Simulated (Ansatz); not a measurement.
## Hypothetical Fm-3m WSe2: pressure series

Take WSe$_{2}$ (space group Fm-3m, No. 225; ferromagnetic; a hypothetical phase, not in the database extracts checked) as the base.

```
CELL_PARAMETERS angstrom
      0.00000     3.08392     3.08392
      3.08392     0.00000     3.08392
      3.08392     3.08392     0.00000
ATOMIC_POSITIONS crystal
  W  0.00000 0.00000 0.00000
  Se 0.25000 0.25000 0.25000
  Se 0.75000 0.75000 0.75000
```

Cell and atoms are relaxed at each pressure.

Computed with Ansatz (a first-principles code), PBEsol, PAW, cutoff 420 eV, spin-orbit coupling left out, earlier PAW set.

Problem. Only one of these ends up magnetic. Which?
A. pressure 30 GPa
B. pressure 7 GPa
C. pressure 100 GPa

Solution. B, pressure 7 GPa. Computed: pressure 100 GPa: non-magnetic; pressure 30 GPa: non-magnetic; pressure 7 GPa: ferromagnetic

The magnetic state is the one reached from the starting moments; the real material's order can differ, and small cells can't hold many antiferromagnetic ones. Load acts through the strain it causes; cell and atoms are relaxed under it. Whether these cells are dynamically stable was not tested. No other phases were tried under pressure. Seeded moments were not kept for pressure 100 GPa and pressure 30 GPa.
